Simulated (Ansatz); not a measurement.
Consider SiC in the zinc blende structure (space group F-43m, No. 216).

```xyz
2
Lattice="0.0000 2.1899 2.1899 2.1899 0.0000 2.1899 2.1899 2.1899 0.0000" Properties=species:S:1:pos:R:3 pbc="T T T"
C      3.2848     3.2848     3.2848
Si     0.0000     0.0000     0.0000
```

Computed with Ansatz (a program for electronic structure), PBE, PAW, cutoff 420 eV, no spin-orbit coupling.

One change was made to it. Results:

The hole mass (degenerate bands, along [100]) goes from 0.36, 0.59, 0.59 mₑ (at Γ) to 0.40, 0.60, 0.60 mₑ (at Γ); the volume per atom drops by 0.89 Å³ to 9.61 Å³.

**Question.** Which of these changes matches the shifts?
A) pressure 2.1 GPa
B) pressure 22.5 GPa
C) pressure 4.5 GPa
D) pressure 0.9 GPa
E) pressure −1 GPa

**Answer.** B, pressure 22.5 GPa. For comparison, the hole mass in the other runs: pressure −1 GPa gives 0.36, 0.59, 0.59 mₑ (at Γ); pressure 2.1 GPa gives 0.37, 0.59, 0.59 mₑ (at Γ); pressure 4.5 GPa gives 0.37, 0.60, 0.60 mₑ (at Γ); pressure 0.9 GPa gives 0.36, 0.59, 0.59 mₑ (at Γ).

The levels and masses belong to the bands next to the band gap. Load acts through the strain it causes; cell and atoms are relaxed under it. Effective masses come from finite differences of ±0.01 Å⁻¹. Whether these cells are dynamically stable was not tested. No other phases were tried under pressure.
